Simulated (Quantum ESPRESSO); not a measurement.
Quantum ESPRESSO is run on SiO2 (P3_121, 9 atoms in the cell), and the run fails. The aim is a self-consistent single point with DFT, PBE, plane waves, GBRV 1.5 ultrasoft (PBE) pseudopotentials.

Cell that was meant: a = 4.8344 Å, b = 4.8344 Å, c = 5.3422 Å, α = 90.00°, β = 90.00°, γ = 120.00°.

Part of the input:

```fortran
  ibrav = 0
  nat = 9
  ntyp = 2
  ecutwfc = 40.0
  ecutrho = 200
  occupations = 'smearing'
  smearing = 'gaussian'
[...]
O     0.1441700000    0.7307800000    0.4515566667
O     0.4133900000    0.2692200000    0.2151100000
O     0.8558300000    0.5866100000    0.8817766667
O     0,7307800000    0,1441700000    0,5484433333
K_POINTS automatic
6 6 4  0 0 0
CELL_PARAMETERS angstrom
```

The program printed (abridged):

```
     This program is part of the open-source Quantum ESPRESSO suite
     for quantum simulation of materials; please cite

[eval_infix.c] A parsing error occurred
helper string:
0,7307800000
error code:
Error: invalid token: ,

 %%%%%%%%%%%%%%%%%%%%%%%%%%%%%%%%%%%%%%%%%%%%%%%%%%%%%%%%%%%%%%%%%%%%%%%%%%%%%%
     Error in routine card_atomic_positions (1):
     Error while parsing atomic position card.
 %%%%%%%%%%%%%%%%%%%%%%%%%%%%%%%%%%%%%%%%%%%%%%%%%%%%%%%%%%%%%%%%%%%%%%%%%%%%%%

     stopping ...
```

Read the log: what does the program object to, and what is the fix?

The fault is decimal commas. The program does not read a comma as a decimal mark. To fix it, use decimal points. The program stopped before any SCF iteration.

The sound input it was made from differs as follows (other fixes are possible):
```diff
-  ecutwfc = 40.0
+  ecutwfc = 40
-O     0,7307800000    0,1441700000    0,5484433333
+O     0.7307800000    0.1441700000    0.5484433333
```

With that input, the run converged in 12 iterations: free energy E − TS -3041.2054 eV; top of the valence band (on the code's own zero) 2.93 eV; gap on the k-point mesh 6.33 eV; pressure 17.06 GPa; largest force (vector length) 0.913 eV/Å (DFT, PBE, plane waves, GBRV 1.5 ultrasoft (PBE) pseudopotentials).

On the sound input: the starting cell comes from a database of computed structures (which also holds hypothetical and non-ambient phases and stackings), without a prior relaxation at this level. Its lattice was rescaled by a random factor within 2.5 % of one. With a pressure of about 17 GPa the cell is away from its equilibrium volume at this level.
